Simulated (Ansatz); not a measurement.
The starting structures come from a database of crystals and need not be the phases stable at ambient conditions.

The decay constant κ of evanescent states in the gap governs leakage through a thin film.

Input:

```
TiO2
1.0
    4.54535     0.00000     0.00000
    0.00000     4.90920     0.00000
    0.00000     0.00000     5.51962
Ti O
4 8
Direct
  0.50000   0.75000   0.67299
  0.50000   0.25000   0.32701
  0.00000   0.25000   0.82701
  0.00000   0.75000   0.17299
  0.27145   0.08135   0.61828
  0.72855   0.91865   0.38172
  0.22855   0.58135   0.88172
  0.77145   0.41865   0.11828
  0.77145   0.91865   0.88172
  0.22855   0.08135   0.11828
  0.72855   0.41865   0.61828
  0.27145   0.58135   0.38172
```

The cell is taken as given; by r2SCAN it stands under a pressure of -1.2 GPa.

Transport runs along the normal of the first two printed cell vectors.

No gap correction and no spin-orbit coupling; mid-gap is the computed energy nearest the middle.

Task: State the band gap and the smallest decay constant κ at mid-gap according to r2SCAN (Ansatz, a quantum-chemistry and plane-wave program).

Result: Gap 2.99 eV on a 8×6×6 mesh; κ = 0.374 1/Å, at the zone centre.
